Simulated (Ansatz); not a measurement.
The structure below was relaxed with PBEsol (Ansatz, a quantum-chemistry and plane-wave program), scalar-relativistic without spin-orbit coupling.

```
CELL_PARAMETERS angstrom
      3.04319     0.00000     0.00000
      0.00000     3.04319     0.00000
      0.00000     0.00000     6.12185
ATOMIC_POSITIONS crystal
  Ta 0.00000 0.00000 0.00000
  V  0.50000 0.50000 0.73255
  V  0.00000 0.00000 0.50000
  V  0.50000 0.50000 0.26745
```

Find the space group and the Wyckoff positions.

Space group P4/mmm (No. 123); a = b = 3.0432 Å, c = 6.1218 Å, α = β = γ = 90.00°

```tsv
atom	site	symmetry	x	y	z
Ta	1a	4/mmm	0.0000	0.0000	0.0000
V	2h	4mm	0.5000	0.5000	0.2674
V	1b	4/mmm	0.0000	0.0000	0.5000
```

These are small ordered cells, not random alloys; other orderings at the same x differ. Stability against distortions was not tested. Starting moments died away, wholly or in part, for x(Ta) = 0.25, 4 atoms, P4/mmm; another magnetic solution may exist. All final runs are without spin polarisation. The cell was made from V by this change: x(Ta) = 0.25, 4 atoms, P4/mmm.
